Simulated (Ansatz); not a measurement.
By PBEsol, the system below comes out a metal.

The ballistic (Sharvin) conductance counts the channels at the Fermi level: G/A = (e²/h) × channels of both spins per area.

Consider the following.

```
CELL_PARAMETERS angstrom
      4.21775     0.00000     0.00000
     -2.10888     3.65268     0.00000
      2.10888     1.21756     0.86094
ATOMIC_POSITIONS crystal
  V  0.00000 0.00000 0.00000
```

The cell is taken as given; by PBEsol it stands under a pressure of -4.5 GPa.

The current flows along the normal of the first two printed cell vectors, the (111) plane of the conventional cell. No spin-orbit coupling; the value is a mean over 0.1 eV about the Fermi level.

Question: Predict the ballistic conductance per area from PBEsol run with Ansatz (a program for electronic structure).

Answer: 2.1 × 10¹⁵ S/m² for both spins.
